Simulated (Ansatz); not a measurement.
# TiAl: response to strain

The parent structure is TiAl (space group P4/mmm, No. 123; a = 2.796 Å, c = 4.038 Å; relaxed with 0.1 eV smearing).

Strains are applied to the cell and any free atomic positions relax.

Level of theory: PBEsol (Ansatz, an electronic-structure program), no SOC.

Candidates:
(a) isotropic strain −2.50 %
(b) isotropic strain −1.50 %
(c) isotropic strain −2.00 %
(d) isotropic strain +2.50 %

Notes on the quantities. energy relative to the base: free energy F.

Task: Order them by energy relative to the base, lowest first.

Result: (b) isotropic strain −1.50 % (+13 meV/atom), (c) isotropic strain −2.00 % (+23 meV/atom), (d) isotropic strain +2.50 % (+31 meV/atom), (a) isotropic strain −2.50 % (+36 meV/atom)

Whether these cells are dynamically stable was not tested. All final runs are without spin polarisation.
